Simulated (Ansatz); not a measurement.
The starting structures come from a database of crystals and need not be the phases stable at ambient conditions.

Tunnelling through a barrier is set by its complex band structure: the current falls as exp(−2κd) with the smallest κ.

Data:

```xyz
10
Lattice="5.8025 0.0000 0.0000 0.0000 6.9179 -0.0269 0.0000 -2.3914 5.2585" Properties=species:S:1:pos:R:3 pbc="T T T"
Pb     1.2796     4.5298     2.0601
Pb     4.5229    -0.0034     3.1715
Pb     1.2796     1.1923     0.5422
Pb     4.5229     3.3341     4.6893
Cl     4.5399     2.8611     1.3011
Cl     1.2626     1.6654     3.9304
O      0.0000    -0.5979     1.3146
O      0.0000    -1.7936     3.9439
F      2.9013    -1.7936     3.9439
F      2.9013    -0.5979     1.3146
```

Space group of this cell: Cmme. The cell was relaxed by PBE-D3(BJ); by r2SCAN its mean pressure is -0.8 GPa.

Transport runs along the normal of the first two printed cell vectors.

The gap is the functional's own. No spin-orbit coupling. Mid-gap values are interpolated on the energy grid.

### Question
Give the band gap and the smallest decay constant κ at mid-gap that r2SCAN run with Ansatz (a first-principles code) yields.

### Answer
Gap 2.94 eV on a 6×6×6 mesh; κ = 0.279 1/Å, at the zone centre.
